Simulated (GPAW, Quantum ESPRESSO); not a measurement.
A GPAW input for a self-consistent single point of TlCrTe2 (P-3m1, 4 atoms in the cell) (DFT PBEsol, plane waves, GPAW PAW datasets PBEsol (made by gpaw-setup)):

```python
from ase import Atoms
from ase.units import GPa
from gpaw import GPAW

atoms = Atoms(['Cr', 'Tl', 'Te', 'Te'],
              cell=[[4.109830, 0.000000, 0.000000],
                    [-2.054915, 3.559217, 0.000000],
                    [0.000000, 0.000000, 7.948880]],
              positions=[[0.000000, 0.000000, 3.974440],
                         [0.000000, 0.000000, 0.000000],
                         [2.054917, 1.186404, 5.431470],
                         [-0.000002, 2.372813, 2.517410]],
              pbc=True)

atoms.set_initial_magnetic_moments([3.0, 0.0, 0.0, 0.0])

calc = GPAW(spinpol=True,
            mode={'name': 'pw', 'ecut': 850},
            xc='PBEsol',
            kpts=(5, 5, 3),
            occupations={'name': 'methfessel-paxton', 'width': 0.136, 'order': 0},
            nbands=-12,
            symmetry={'symmorphic': False, 'tolerance': 0.0005},
            maxiter=150)

atoms.calc = calc

energy = atoms.get_potential_energy()
print('Energy (eV):', round(energy, 6))
forces = atoms.get_forces()
print('Forces (eV/Ang):')
print(forces.round(5))
stress = atoms.get_stress()
print('Stress (GPa, Voigt):', (stress / GPa).round(4))
```

Q: Give the Quantum ESPRESSO input for the same structure, mesh, smearing and functional.

A: One input that does it (others would too):

```fortran
&CONTROL
   calculation = 'scf',
   prefix = 'tlcrte2',
   outdir = './tmp/',
   pseudo_dir = './',
   tprnfor = .true.,
   tstress = .true.,
/
&SYSTEM
   ibrav = 0,
   nat = 4,
   ntyp = 3,
   ecutwfc = 50,
   ecutrho = 400,
   occupations = 'smearing',
   smearing = 'gaussian',
   degauss = 0.0099958,
   nspin = 2,
   starting_magnetization(1) = 0.214,
   input_dft = 'pbesol',
/
&ELECTRONS
   conv_thr = 1.0e-11,
   mixing_beta = 0.3,
/
ATOMIC_SPECIES
Cr    51.9961  cr_pbe_v1.5.uspp.F.UPF
Tl   204.3800  Tl_pbe_v1.2.uspp.F.UPF
Te   127.6000  Te_pbe_v1.uspp.F.UPF
CELL_PARAMETERS {angstrom}
   4.109829893     0.000000000     0.000000000
  -2.054914946     3.559217093     0.000000000
   0.000000000     0.000000000     7.948880000
ATOMIC_POSITIONS {crystal}
Cr    0.000000000    0.000000000    0.500000000
Tl    0.000000000    0.000000000    0.000000000
Te    0.666666667    0.333333333    0.683300000
Te    0.333333333    0.666666667    0.316700000
K_POINTS {automatic}
5 5 3  0 0 0
```

Basis settings and potentials, where a program has them, do not carry over. This input uses DFT, PBEsol, plane waves, SSSP 1.1.2 efficiency (PBE) pseudopotentials.

The starting cell comes from a database of computed structures (which also holds hypothetical and non-ambient phases and stackings), without a prior relaxation at this level.
